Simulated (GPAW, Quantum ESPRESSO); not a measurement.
A Quantum ESPRESSO input for a self-consistent single point of K3I2Br (P-3m1, 6 atoms in the cell) (DFT, PBEsol, plane waves, GBRV 1.5 ultrasoft (PBESOL) pseudopotentials):

```fortran
&CONTROL
   calculation = 'scf'
   prefix = 'K3I2Br'
   outdir = './tmp/'
   pseudo_dir = './'
   verbosity = 'high'
   tprnfor = .true.
   tstress = .true.
/
&SYSTEM
   ibrav = 0
   nat = 6
   ntyp = 3
   ecutwfc = 40
   ecutrho = 200
   occupations = 'fixed'
   nbnd = 28
/
&ELECTRONS
   conv_thr = 1.0d-9
   mixing_beta = 0.4
/
ATOMIC_SPECIES
K     39.0983  k_pbesol_v1.4.uspp.F.UPF
I    126.9045  i_pbesol_v1.uspp.F.UPF
Br    79.9040  br_pbesol_v1.4.uspp.F.UPF
CELL_PARAMETERS {angstrom}
   4.898870075     0.000000000     0.000000000
  -2.449435038     4.242545935     0.000000000
   0.000000000     0.000000000    12.042850000
ATOMIC_POSITIONS {alat}
K     0.000000000    0.000000000    1.229145682
K     0.000000000    0.577350269    0.372013232
K     0.500000000    0.288675135    2.086278132
I     0.000000000    0.577350269    1.656470470
I     0.500000000    0.288675135    0.801820894
Br    0.000000000    0.000000000    0.000000000
K_POINTS {automatic}
5 5 2  0 0 0
```

Problem. Write the same calculation as an input for GPAW.

Solution. This is the input that was run; spellings and numerical settings could be chosen otherwise.

```python
from ase import Atoms
from ase.units import GPa
from gpaw import GPAW

atoms = Atoms(['K', 'K', 'K', 'I', 'I', 'Br'],
              cell=[[4.898870, 0.000000, 0.000000],
                    [-2.449435, 4.242546, 0.000000],
                    [0.000000, 0.000000, 12.042850]],
              scaled_positions=[[0.000000, 0.000000, 0.500000],
                                [0.333333, 0.666667, 0.151330],
                                [0.666667, 0.333333, 0.848670],
                                [0.333333, 0.666667, 0.673830],
                                [0.666667, 0.333333, 0.326170],
                                [0.000000, 0.000000, 0.000000]],
              pbc=True)

calc = GPAW(mode={'name': 'pw', 'ecut': 550},
            xc='PBEsol',
            kpts={'size': (5, 5, 2), 'gamma': True},
            occupations={'name': 'fixed-uniform'},
            nbands=-8,
            convergence={'bands': -6},
            symmetry={'symmorphic': False, 'tolerance': 0.0005},
            maxiter=120,
            txt='-')

atoms.calc = calc

energy = atoms.get_potential_energy()
print('Energy (eV):', round(energy, 6))
forces = atoms.get_forces()
print('Forces (eV/Ang):')
print(forces.round(5))
stress = atoms.get_stress()
print('Stress (GPa, Voigt):', (stress / GPa).round(4))
```

Basis, cutoffs, solver keys and any potentials are the target program's own. This input uses DFT PBEsol, plane waves, GPAW PAW datasets PBEsol (made by gpaw-setup). Both were run: pressure -0.91 GPa in Quantum ESPRESSO and -0.46 in GPAW; largest force 0.016 eV/Å in Quantum ESPRESSO and 0.018 in GPAW; gap on the mesh 3.698 eV in Quantum ESPRESSO and 3.709 in GPAW.

On GPAW: the starting cell comes from a database of computed structures (which also holds hypothetical and non-ambient phases and stackings), without a prior relaxation at this level. Spin-orbit coupling is off.

On Quantum ESPRESSO: the starting cell comes from a database of computed structures (which also holds hypothetical and non-ambient phases and stackings), without a prior relaxation at this level. Spin-orbit coupling is off.
